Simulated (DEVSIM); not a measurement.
Device: abrupt In0.53Ga0.47As n-p junction, at 350 K.

| layer (left to right) | material | thickness (μm) | Nd (cm⁻³) | Na (cm⁻³) | τn (s) | τp (s) |
|---|---|---|---|---|---|---|
| 1 | In0.53Ga0.47As | 64.0 | 1.2e15 | - | 5.2e-8 | 5.2e-8 |
| 2 | In0.53Ga0.47As | 18.0 | - | 2.6e14 | 5.2e-8 | 5.2e-8 |

Left contact: ohmic. Right contact: ohmic. Voltage is applied to the left contact. Recombination: SRH at mid-gap, Auger. Mobility is constant in doping.

This is a model device: material constants are rounded textbook-type values typed into the input, and sizes, dopings and lifetimes were drawn at random. Values at 300 K; Nc and Nv go as T^1.5, mobilities as T to minus their exponent, the gap by Varshni's rule with the affinity fixed.

```csv
parameter,In0.53Ga0.47As
gap (eV),0.74
affinity (eV),4.51
permittivity,13.9
Nc (cm⁻³),2.1e17
Nv (cm⁻³),7.7e18
μn (cm²/Vs),12000
μp (cm²/Vs),300
T exponent of μn,1.6
T exponent of μp,1.6
Cn (cm⁶/s),5e-29
Cp (cm⁶/s),5e-29
Varshni α (eV/K),0.00035
Varshni β (K),190
```

Simulated with DEVSIM: 1D drift-diffusion, Boltzmann statistics, complete ionisation; no tunnelling, impact ionisation, image-force lowering or self-heating.

Task: Tabulate band edges, carrier densities and field at -0.7 V on the left contact.

Result: Energies count from the Fermi level of the right contact; mesh points crowd at the junctions.

```tsv
x (μm)	Ec (eV)	Ev (eV)	n (cm⁻³)	p (cm⁻³)	field (V/cm)
0.000	0.863	0.138	1.2e15	7.8e10	-43
0.05124	0.863	0.138	1.2e15	8.8e10	-43
0.2118	0.862	0.137	1.2e15	1.2e11	-43
0.7149	0.860	0.135	1.2e15	2.1e11	-43
3.458	0.848	0.123	1.2e15	6.2e11	-43
10.89	0.816	0.092	1.2e15	1.7e12	-43
33.28	0.721	-0.004	1.2e15	1.9e13	-42
57.23	0.621	-0.104	1.4e15	2.3e14	-40
61.85	0.603	-0.122	1.6e15	3.7e14	-39
63.36	0.597	-0.128	1.6e15	4.3e14	-36
63.81	0.597	-0.128	1.5e15	4.8e14	150
63.98	0.604	-0.121	1.2e15	6.2e14	830
64.01	0.607	-0.118	1.1e15	7.0e14	910
64.09	0.612	-0.112	9.0e14	8.4e14	430
64.53	0.616	-0.109	7.3e14	9.9e14	-38
65.70	0.610	-0.115	6.8e14	9.4e14	-54
69.38	0.586	-0.139	5.3e14	7.9e14	-74
77.12	0.508	-0.217	2.9e14	5.5e14	-140
80.94	0.441	-0.284	1.1e14	3.6e14	-250
81.68	0.419	-0.306	4.4e13	2.9e14	-340
81.92	0.410	-0.314	1.3e13	2.7e14	-370
82.00	0.407	-0.317	3.6e11	2.6e14	-370
```
